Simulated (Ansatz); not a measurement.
The starting structures come from a database of crystals and need not be the phases stable at ambient conditions.

 Where the default PAW files enter, the runs use the earlier of Ansatz's two default sets.

Tunnelling through a barrier is set by its complex band structure: the current falls as exp(−2κd) with the smallest κ.

Given:

```yaml
crystal:
  lattice:
    - [4.72428, 0.00000, 0.00000]
    - [0.00000, 5.39245, 0.00000]
    - [2.36214, -1.42149, 5.85553]
  atoms:
    - { symbol: V, position: [0.38314, 0.75266, 0.71424] }
    - { symbol: V, position: [0.61686, 0.24734, 0.28576] }
    - { symbol: V, position: [0.09738, 0.74734, 0.28576] }
    - { symbol: V, position: [0.90262, 0.25266, 0.71424] }
    - { symbol: O, position: [0.67013, 0.51755, 0.78008] }
    - { symbol: O, position: [0.32987, 0.48245, 0.21992] }
    - { symbol: O, position: [0.45021, 0.98245, 0.21992] }
    - { symbol: O, position: [0.54979, 0.01755, 0.78008] }
    - { symbol: O, position: [0.86674, 0.13158, 0.40688] }
    - { symbol: O, position: [0.13326, 0.86842, 0.59312] }
    - { symbol: O, position: [0.27362, 0.36842, 0.59312] }
    - { symbol: O, position: [0.72638, 0.63158, 0.40688] }
    - { symbol: O, position: [0.11477, 0.75000, 0.00000] }
    - { symbol: O, position: [0.88523, 0.25000, 0.00000] }
```

Space group of this cell: C2/c. The cell is taken as given; by PBEsol its mean pressure is -12.6 GPa.

Transport runs along the normal of the first two printed cell vectors.

The gap is the functional's own. No spin-orbit coupling. Mid-gap values are interpolated on the energy grid.

Q: State the band gap and the smallest decay constant κ at mid-gap according to PBEsol (Ansatz, an electronic-structure program).

A: Gap 1.18 eV on a 8×6×8 mesh; κ = 0.224 1/Å, at (0.000, 0.333) of the in-plane reciprocal vectors. At the zone centre, at the nearest computed energy, the slowest state has κ = 0.25 1/Å.
